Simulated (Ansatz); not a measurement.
The starting structures come from a database of crystals and need not be the phases stable at ambient conditions.

 Where the default PAW files enter, the runs use the earlier of Ansatz's two default sets.

By LDA, the system below comes out a metal.

Without scattering a metal conducts by its projected Fermi surface.

```yaml
crystal:
  lattice:
    - [4.85884, 0.00000, 0.00000]
    - [0.00000, 4.85884, 0.00000]
    - [0.00000, 0.00000, 5.17545]
  atoms:
    - { symbol: In, position: [0.00000, 0.50000, 0.50486] }
    - { symbol: In, position: [0.50000, 0.00000, 0.49514] }
    - { symbol: Bi, position: [0.50000, 0.50000, 0.00000] }
    - { symbol: Bi, position: [0.00000, 0.00000, 0.00000] }
```

Space group of this cell: P4/nmm. The cell is taken as given; by LDA its mean pressure is -3.8 GPa.

The current flows along the normal of the first two printed cell vectors, the (001) plane of the conventional cell. No spin-orbit coupling; the value is a mean over 0.1 eV about the Fermi level.

Q: State the ballistic conductance per area according to LDA run with Ansatz (a program for electronic structure).

A: 0.58 × 10¹⁵ S/m² for both spins.
